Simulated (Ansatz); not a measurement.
HfO₂ (Pca2₁, No. 29, 12 atoms in the cell; start mp-685097; a measured phase of this formula has another space group) was calculated with PBE (plane waves, PAW; Ansatz, an electronic-structure program).

Run with plane-wave cutoff 520 eV, 8×8×8 k mesh, Fermi–Dirac smearing 0.01 eV, scalar-relativistic PAW data made under PBE.

Cell (relaxed at this level):

```
HfO2
1.0
    5.29358     0.00000     0.00000
    0.00000     5.06926     0.00000
    0.00000     0.00000     5.10126
Hf O
4 8
Direct
  0.03263   0.26631   0.23998
  0.96737   0.73369   0.73998
  0.46737   0.26631   0.73998
  0.53263   0.73369   0.23998
  0.36538   0.06760   0.38318
  0.63462   0.93240   0.88318
  0.13462   0.06760   0.88318
  0.86538   0.93240   0.38318
  0.72927   0.46282   0.48984
  0.27073   0.53718   0.98984
  0.77073   0.46282   0.98984
  0.22927   0.53718   0.48984
```

Problem. Predict the band gap, smallest direct gap on the k points sampled and direct gap at Γ.

Solution. 
- band gap = 4.37 eV
- smallest direct gap on the k points sampled = 4.59 eV
- direct gap at Γ = 4.83 eV

Spin–orbit coupling is not included.

A start named mp-… is a Materials Project structure, which need not be a measured phase.
